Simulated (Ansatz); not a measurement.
BiTe (R-3m, No. 166, 2 atoms in the cell; start mp-1227339; a measured phase of this formula has another space group), treated with PBE in Ansatz (PAW).

Settings: plane-wave cutoff 520 eV, 14×14×14 k mesh, Fermi–Dirac smearing 0.05 eV, scalar-relativistic PAW data made under PBE.

Cell (relaxed at this level):

```
BiTe
1.0
    2.41962     1.39697     3.32728
   -2.41962     1.39697     3.32728
    0.00000    -2.79393     3.32728
Bi Te
1 1
Direct
  0.50000   0.50000   0.50000
  0.00000   0.00000   0.00000
```

Estimate the bulk modulus B0 that the calculation returns.


- bulk modulus B0: 39.9 GPa

The run finds no gap.

Note: the bulk modulus is −V dP/dV from two relaxed cells at ±2 % in volume; the relaxation could not lower the start's symmetry, so the cell can be a saddle point above a distorted one.

Spin–orbit coupling is not included; it can open a gap where bands touch, and shift volumes and moduli.

Computed values are for the static lattice.

A start named mp-… is a Materials Project structure, which need not be a measured phase.

Ansatz is a first-principles code.
